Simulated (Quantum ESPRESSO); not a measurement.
Habitual settings against a tight run: TaSb2 (C2/m, 6 atoms in the cell)

Self-consistent single point.

```xyz
6
Lattice="5.0272 -1.8091 0.0000 5.0272 1.8091 0.0000 -4.1544 0.0000 7.0445" Properties=species:S:1:pos:R:3 pbc="T T T"
Ta     5.1655     0.0000     5.7132
Ta     0.7345     0.0000     1.3313
Sb    -0.7330     0.0000     3.7709
Sb     6.6330     0.0000     3.2736
Sb     3.6099     0.0000     0.7771
Sb     2.2901     0.0000     6.2675
```

Level of theory: PBEsol, PSlibrary PAW (PBE) pseudopotentials (plane waves; Quantum ESPRESSO 7.5).

Base settings: ecutwfc = 50 Ry; ecutrho = 300 Ry; occupations = smearing; smearing = marzari-vanderbilt; degauss = 0.0073499 Ry; input_dft = pbesol; potentials = {Ta: Ta.pbe-spn-kjpaw_psl.1.0.0.UPF, Sb: Sb.pbe-n-kjpaw_psl.1.0.0.UPF}; K_POINTS = automatic 5 5 3 1 1 1; conv_thr = 1e-09 Ry.

Tight run (finer mesh or higher cutoff; not a proven limit): ecutwfc: 50 Ry → 70 Ry; ecutrho: 300 Ry → 420 Ry; conv_thr: 1e-09 Ry → 7.3e-11 Ry; K_POINTS: automatic 5 5 3 1 1 1 → automatic 7 7 5 1 1 1. It gave Fermi level (on the code's own zero) 12.17 eV; pressure 5.06 GPa; largest force (vector length) 0.457 eV/Å.

Quick runs, as changes from the base:
- A: the base itself
- B: K_POINTS: automatic 5 5 3 1 1 1 → automatic 4 4 4 1 1 1
- C: ecutwfc: 50 Ry → 25 Ry; ecutrho: 300 Ry → 150 Ry; input_dft: pbesol → default; pseudopotentials: {Ta: Ta.pbe-spn-kjpaw_psl.1.0.0.UPF, Sb: Sb.pbe-n-kjpaw_psl.1.0.0.UPF} → {Ta: Ta.pz-spn-kjpaw_psl.1.0.0.UPF, Sb: Sb.pz-n-kjpaw_psl.1.0.0.UPF}; K_POINTS: automatic 5 5 3 1 1 1 → automatic 2 2 2 1 1 1 [LDA (PZ)]
- D: ecutwfc: 50 Ry → 40 Ry; ecutrho: 300 Ry → 240 Ry; smearing: marzari-vanderbilt → methfessel-paxton; degauss: 0.0073499 Ry → 0.0147 Ry; input_dft: pbesol → default; pseudopotentials: {Ta: Ta.pbe-spn-kjpaw_psl.1.0.0.UPF, Sb: Sb.pbe-n-kjpaw_psl.1.0.0.UPF} → {Ta: Ta.pz-spn-kjpaw_psl.1.0.0.UPF, Sb: Sb.pz-n-kjpaw_psl.1.0.0.UPF}; K_POINTS: automatic 5 5 3 1 1 1 → automatic 6 6 6 1 1 1 [LDA (PZ)]
- E: ecutwfc: 50 Ry → 40 Ry; ecutrho: 300 Ry → 240 Ry; degauss: 0.0073499 Ry → 0.0147 Ry; K_POINTS: automatic 5 5 3 1 1 1 → automatic 2 2 2 1 1 1

Energies are extrapolated to zero smearing width, which holds to low order in the width alone (under cold and Methfessel-Paxton smearing the free energy itself is taken).

Dashes: energy of C, D, another energy zero; time of C, under 30 s.

† marks runs with another functional, U, potentials or spin treatment: their distance from the tight run is not a convergence error alone.

The count of work is k-points × plane waves × bands × iterations; it is no time. Core times come from one kind of shared machine and are given to one figure; runs under 30 s give none.

The starting cell comes from a database of computed structures (which also holds hypothetical and non-ambient phases and stackings), without a prior relaxation at this level. Its lattice was rescaled by a random factor within 2.5 % of one. Spin polarisation is off. In the base run, with a pressure of about 5 GPa the cell is away from its equilibrium volume at this level. Without a gap this mesh is coarse (it stands for a supercell whose shortest vector is 18 Å).

| run | energy less tight (meV/atom) | pressure less tight (GPa) | largest miss in a force vector (eV/Å) | count of work / tight | core time / tight (rough) |
|---|---|---|---|---|---|
| A | 5.3 | 0.05 | 0.047 | 0.19 | 0.2 |
| B | 0.5 | -0.04 | 0.105 | 0.17 | 0.2 |
| C† | – | -22.57 | 0.629 | 0.0083 | – |
| D† | – | -3.61 | 0.151 | 0.38 | 0.4 |
| E | 77.4 | -0.33 | 0.645 | 0.015 | 0.09 |

Among the runs at the tight run's level, the energy misses run from 0.5 to 77.4 meV/atom.

Left out of this page: 1 run of the series outside the window shown, repeating another row's setting, or not comparable.
